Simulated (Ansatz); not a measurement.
For zinc-blende NaCl (model structure), r²SCAN (Ansatz, a program for electronic structure, plane waves, PAW) gives:

```
Property                      Value
-------------------  --------------
lattice parameter a         6.176 Å
formation enthalpy   -1.985 eV/atom
```

Question: What does HSE06 in Ansatz (PAW) give for the same quantities?

Answer: 
- lattice constant a: 6.215 Å (goes up by 0.6 %)
- formation enthalpy: -1.869 eV/atom (moves by +0.116 eV/atom)

Changes are worked out from the printed values.

Unless a cell is named, each level is at its own relaxed cell (r²SCAN 29.45, HSE06 30.00 Å³/atom).

Caveats: exact exchange on metals is sensitive to the k mesh and can open a false gap (HSE06). Ansatz's density-functional and Hartree–Fock values are scalar-relativistic unless marked +SOC, with PAW data made under PBE.

A model structure was made by putting elements into a prototype or built by hand; it is no filed structure, need not be a known phase, and can be a saddle point held by its symmetry.
